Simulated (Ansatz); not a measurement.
Levels about the gap of amorphous Ti20O45P2 (67 atoms in a cell of 837 Å³, 3.45 g/cm³; zone centre alone, so wide bands show as single levels with stretches between that a denser mesh fills), at the geometry that PBE relaxed, where it gives 2.4 GPa on a denser mesh. Exact exchange is cut at the faces of this small cell, which leaves a finite-size error. The participation number counts the atoms over which a state spreads; weights are charges in smoothed Voronoi cells. The levels come from a single point, so bond lengths are those of that geometry. Method of the levels: HSE06, scalar-relativistic without spin-orbit coupling (Ansatz, a quantum-chemistry and plane-wave program). Sampling: the zone centre alone; Fermi-Dirac width 0.02 eV; no spin polarisation. At PBE the levels at the filled edge of the gap are localised (band-tail or defect states), and the nearest spread-out levels lie 2.9 eV apart at the zone centre.

Preparation: random packing, a CHGNet melt and quench, and a DFT relaxation. O atoms were pushed apart under 1.9 Å during the dynamics, to hinder bonds among them. The hot cell started wider than the set density and was brought back towards it in steps. It is the lowest in DFT energy of 2 quenches. It is a model cell: composition and starting density were chosen by hand, and all elements were melted together. No dispersion term was used. Its density started from a set value of 3.45 and ended at 3.45 g/cm³. Cooling (nominally 300 K/ps over its main leg) ran many orders faster than in experiment, which tends to leave more defects and strain. Values belong to this one cell and scatter from quench to quench. The volume was held where the preparation left it and the shape relaxed, at a PBE pressure of 2.4 GPa. Stress components on the final sampling reach 2.4 GPa.

```json
[
 {"E - E(highest filled), eV": "-0.60", "filling": "filled", "participation number": "19.6", "largest on": "O, 3 neighbours", "weight O": "0.93", "weight Ti": "0.06", "weight P": "0.01"},
 {"E - E(highest filled), eV": "-0.53", "filling": "filled", "participation number": "22.0", "largest on": "O, 2 neighbours", "weight O": "0.93", "weight Ti": "0.06", "weight P": "0.00"},
 {"E - E(highest filled), eV": "-0.50", "filling": "filled", "participation number": "20.5", "largest on": "O, 2 neighbours", "weight O": "0.94", "weight Ti": "0.06", "weight P": "0.00"},
 {"E - E(highest filled), eV": "-0.42", "filling": "filled", "participation number": "22.6", "largest on": "O, 2 neighbours", "weight O": "0.94", "weight Ti": "0.05", "weight P": "0.00"},
 {"E - E(highest filled), eV": "-0.37", "filling": "filled", "participation number": "16.9", "largest on": "O, 3 neighbours", "weight O": "0.94", "weight Ti": "0.06", "weight P": "0.00"},
 {"E - E(highest filled), eV": "-0.12", "filling": "filled", "participation number": "7.2", "largest on": "O, 2 neighbours", "weight O": "0.94", "weight Ti": "0.06", "weight P": "0.00"},
 {"E - E(highest filled), eV": "0.00", "filling": "filled", "participation number": "5.2", "largest on": "O, 2 neighbours", "weight O": "0.92", "weight Ti": "0.08", "weight P": "0.00"},
 {"E - E(highest filled), eV": "4.05", "filling": "empty", "participation number": "11.3", "largest on": "Ti, 6 neighbours", "weight O": "0.20", "weight Ti": "0.80", "weight P": "0.00"},
 {"E - E(highest filled), eV": "4.14", "filling": "empty", "participation number": "8.3", "largest on": "Ti, 6 neighbours", "weight O": "0.19", "weight Ti": "0.81", "weight P": "0.00"},
 {"E - E(highest filled), eV": "4.23", "filling": "empty", "participation number": "19.9", "largest on": "Ti, 6 neighbours", "weight O": "0.19", "weight Ti": "0.81", "weight P": "0.00"},
 {"E - E(highest filled), eV": "4.27", "filling": "empty", "participation number": "19.3", "largest on": "Ti, 5 neighbours", "weight O": "0.19", "weight Ti": "0.81", "weight P": "0.00"},
 {"E - E(highest filled), eV": "4.29", "filling": "empty", "participation number": "20.0", "largest on": "Ti, 5 neighbours", "weight O": "0.20", "weight Ti": "0.79", "weight P": "0.00"},
 {"E - E(highest filled), eV": "4.32", "filling": "empty", "participation number": "22.8", "largest on": "Ti, 6 neighbours", "weight O": "0.19", "weight Ti": "0.81", "weight P": "0.00"},
 {"E - E(highest filled), eV": "4.37", "filling": "empty", "participation number": "14.5", "largest on": "Ti, 5 neighbours", "weight O": "0.18", "weight Ti": "0.82", "weight P": "0.00"}
]
```

Most localised among these is the filled level at +0.00 eV, on a O atom, which has 2 neighbours (Ti 1.78 Å, Ti 1.91 Å).
